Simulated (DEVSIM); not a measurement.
System: Schottky contact on n-type β-Ga2O3, at 300 K.

Layer 1 from the left is β-Ga2O3, thickness (μm) 7.90, Nd (cm⁻³) 2.2e17, τn (s) 7.4e-9, τp (s) 7.4e-9.

Left contact: Schottky, work function 5.47 eV, emission velocity 1.2e7 cm/s. Right contact: ohmic. Voltage is applied to the left contact. Recombination: SRH at mid-gap, radiative. Mobility is constant in doping.

Constants are typed, rounded textbook-type inputs, not results; the design itself was drawn at random and stands for no fabricated device. Values at 300 K.

β-Ga2O3: gap (eV) 4.8, affinity (eV) 4, permittivity 10, Nc (cm⁻³) 3.7e18, Nv (cm⁻³) 5e20, μn (cm²/Vs) 160, μp (cm²/Vs) 1, B (cm³/s) 1e-12.

Model (solved in DEVSIM): 1D drift-diffusion, Boltzmann statistics, complete ionisation; no tunnelling, impact ionisation, image-force lowering or self-heating. Metal contacts follow the ideal Schottky-Mott rule: no Fermi-level pinning, no interface dipoles.

Dark forward current:

```
|V| (V)  |J| (A/cm²)
-------  -----------
0.30       1.249e-13
0.35       8.594e-13
0.40       5.913e-12
0.45       4.066e-11
0.50       2.795e-10
0.55        1.920e-9
0.60        1.318e-8
0.65        9.044e-8
0.70        6.199e-7
0.75        4.245e-6
0.80        2.903e-5
0.85       0.0001982
0.90        0.001351
0.95        0.009182
1.00         0.06219
1.05          0.4186
1.10           2.770
1.15           17.03
1.20           79.93
1.25           232.1
1.30           457.6
1.35           724.8
1.40            1016
1.45            1321
1.50            1635
1.55            1957
```

Question: Work out the local ideality factor n = ΔV / (kT/q · ln(J2/J1)) between the rows 0.30 and 0.35 V, 1.50 and 1.55 V.

Answer: kT/q = 25.85 mV. From 0.30 to 0.35 V: ln(8.594e-13/1.249e-13) = 1.929, n = 1.00, near the 1 of diffusion or emission over a barrier. From 1.50 to 1.55 V: ln(1957/1635) = 0.180, n = 10.76; the layers' resistance at their doping, Σ W/(qμN) = 0.00014 Ω cm², would take 45 mV of this step of 50 mV.

Question: Estimate the current at 0.70 V for emission alone, J0 = q v N_band exp(−φB/kT), and read the barrier back from the simulated current.

Answer: φB = 1.470 eV, N_band = 3.70e18 cm⁻³, J0 = 1.43e-18 A/cm²; J = J0 (exp(qV/kT) − 1) = 8.23e-7 A/cm². The simulation gives 6.20e-7 A/cm²; the estimate lies 33 % above. Read backwards, the simulated current gives an apparent barrier of 1.477 eV. The estimate leaves out transport through the depletion region and minority injection.
